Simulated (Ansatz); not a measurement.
## YAs, response to strain

Start from YAs in the rock salt structure (space group Fm-3m, No. 225; a model cell; relaxed with 0.1 eV smearing).

```
CELL_PARAMETERS angstrom
      0.00000     2.87404     2.87404
      2.87404     0.00000     2.87404
      2.87404     2.87404     0.00000
ATOMIC_POSITIONS crystal
  As 0.00000 0.00000 0.00000
  Y  0.50000 0.50000 0.50000
```

Cartesian axes are those of the cell as printed.

Strains are applied to the cell and any free atomic positions relax; under biaxial strain the out-of-plane vector relaxes too.

All numbers come from PBEsol in Ansatz (plane waves to 420 eV, PAW, spin-orbit coupling left out).

Notes on the quantities. pressure: mean of the normal stresses, compression positive; energy relative to the base: free energy F.

```json
[
 {"case": "base", "pressure": "0.0 GPa", "energy relative to the base": "0 meV/atom", "volume per atom": "23.74 Å³", "space group": "Fm-3m (No. 225)"},
 {"case": "biaxial strain −2.27 %, plane normal [001], relaxed out of plane", "pressure": "3.8 GPa", "energy relative to the base": "+18 meV/atom", "volume per atom": "22.80 Å³", "space group": "I4/mmm (No. 139)"},
 {"case": "biaxial strain +1.29 %, plane normal [001], relaxed out of plane", "pressure": "-1.7 GPa", "energy relative to the base": "+5.1 meV/atom", "volume per atom": "24.28 Å³", "space group": "I4/mmm (No. 139)"},
 {"case": "biaxial strain +4.23 %, plane normal [110], relaxed out of plane", "pressure": "-4.1 GPa", "energy relative to the base": "+41 meV/atom", "volume per atom": "25.12 Å³", "space group": "Immm (No. 71)"},
 {"case": "biaxial strain −1.14 %, plane normal [111], relaxed out of plane", "pressure": "1.1 GPa", "energy relative to the base": "+2.8 meV/atom", "volume per atom": "23.43 Å³", "space group": "R-3m (No. 166)"},
 {"case": "biaxial strain +0.80 %, plane normal [111], relaxed out of plane", "pressure": "-0.7 GPa", "energy relative to the base": "+1.3 meV/atom", "volume per atom": "23.96 Å³", "space group": "R-3m (No. 166)"},
 {"case": "isotropic strain +3.35 %", "pressure": "-6.7 GPa", "energy relative to the base": "+56 meV/atom", "volume per atom": "26.21 Å³", "space group": "Fm-3m (No. 225)"},
 {"case": "isotropic strain +4.09 %", "pressure": "-7.8 GPa", "energy relative to the base": "+82 meV/atom", "volume per atom": "26.77 Å³", "space group": "Fm-3m (No. 225)"},
 {"case": "uniaxial strain ε_xx = +0.50 %", "pressure": "-0.4 GPa", "energy relative to the base": "+0.4 meV/atom", "volume per atom": "23.86 Å³", "space group": "I4/mmm (No. 139)"},
 {"case": "uniaxial strain ε_yy = −1.01 %", "pressure": "0.9 GPa", "energy relative to the base": "+1.6 meV/atom", "volume per atom": "23.50 Å³", "space group": "I4/mmm (No. 139)"}
]
```

A biaxial case was relaxed in a doubled cell and then solved in the primitive one. Whether these cells are dynamically stable was not tested. All final runs are without spin polarisation.

Ansatz is a quantum-chemistry and plane-wave program.
